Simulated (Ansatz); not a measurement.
Take Cu in the fcc (Cu type) structure (space group Fm-3m, No. 225) as the base.

```yaml
crystal:
  lattice:
    - [0.00000, 1.78838, 1.78838]
    - [1.78838, 0.00000, 1.78838]
    - [1.78838, 1.78838, 0.00000]
  atoms:
    - { symbol: Cu, position: [0.00000, 0.00000, 0.00000] }
```

Computed with r2SCAN (Ansatz, a quantum-chemistry and plane-wave program; PAW; 500 eV plane waves; scalar-relativistic without spin-orbit coupling).

Before the change:

Volume per atom: 11.44 Å³

Modification: P takes the place of Cu on all its sites, then cell and atoms are relaxed.

Tabulated Pauling electronegativity and covalent radius: Cu 1.90, 1.32 Å; P 2.19, 1.07 Å.

### Question
Predict the new volume per atom.

### Answer
The volume per atom rises by 3.22 Å³ to 14.66 Å³.

Stability against distortions was not tested. As relaxed here, P is a hypothetical phase, not in the database extracts checked. The final runs are not spin-polarised.
